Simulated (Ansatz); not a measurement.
Base system: InAs in the zinc blende structure (space group F-43m, No. 216; a = 6.109 Å). Axes: x, y, z lie along the cube axes.

Calculations: Ansatz (a first-principles code) r2SCAN, without spin-orbit coupling.

Strains are applied to the cell and any free atomic positions relax; under biaxial strain the out-of-plane vector relaxes too; under stress the whole cell relaxes.

One change was made to it. Results:

The shortest interatomic distance decreases by 0.021 Å, from 2.645 Å to 2.624 Å; the valley order (the lowest conduction-band minima on the path, energy above the VBM, named in the base's zone) becomes Γ 0.04 eV; L along [111] 0.69 eV; X along [100] 1.25 eV; L along [1-11] 1.33 eV (base: Γ 0.08 eV; L along ⟨111⟩ 1.25 eV); the energy goes up by 20 meV/atom.

Task: Which change produced these results?
(A) uniaxial stress, 1 GPa compression along z
(B) tensor shear ε_yz = −3.82 %
(C) biaxial strain −0.73 %, plane normal [001], relaxed out of plane
(D) uniaxial strain ε_zz = −5.58 %

Result: B, tensor shear ε_yz = −3.82 %. For comparison, the valley order in the other runs: uniaxial strain ε_zz = −5.58 % gives Γ 0.21 eV; L along [1-11] 1.17 eV; a point along [001], about 1.0 Å⁻¹ from Γ 1.43 eV; uniaxial stress, 1 GPa compression along z gives Γ 0.02 eV; L along [1-11] 1.17 eV; biaxial strain −0.73 %, plane normal [001], relaxed out of plane gives Γ 0.09 eV; L along [111] 1.24 eV.

The levels and masses belong to the bands next to the band gap. Stability under load was not tested beyond the relaxation. The final runs are not spin-polarised.
